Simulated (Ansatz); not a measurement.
Consider GaN in the wurtzite structure (space group P6_3mc, No. 186; a = 3.152 Å, c = 5.138 Å).

Perturbation: a hydrostatic pressure of 4.5 GPa.

Calculations: plane-wave PAW DFT at the LDA level (Ansatz, a program for electronic structure, 420 eV), no spin-orbit coupling.

Base, band edges from the VBM (valence, conduction): K -2.87, 4.99; H -1.56, 6.49; M -1.05, 5.00; L -1.99, 4.39; A -0.56, 4.39; Γ 0.00, 2.13 eV.

Task: Give the band edges at the high-symmetry points of the new zone, measured from its valence-band maximum.

Result: 
```json
[
 {"point": "Γ", "valence edge (eV)": "0.00", "conduction edge (eV)": "2.27"},
 {"point": "M", "valence edge (eV)": "-1.08", "conduction edge (eV)": "5.06"},
 {"point": "K", "valence edge (eV)": "-2.94", "conduction edge (eV)": "4.97"},
 {"point": "A", "valence edge (eV)": "-0.57", "conduction edge (eV)": "4.53"},
 {"point": "L", "valence edge (eV)": "-2.04", "conduction edge (eV)": "4.45"},
 {"point": "H", "valence edge (eV)": "-1.61", "conduction edge (eV)": "6.61"}
]
```

The gap is 2.27 eV, direct at Γ.

Load acts through the strain it causes; cell and atoms are relaxed under it. Stability against distortions was not tested. Tetrahedral semiconductors of this kind turn to denser phases somewhere between about 1 and 50 GPa; those were not computed, so compressed cells here can lie past the real transition.
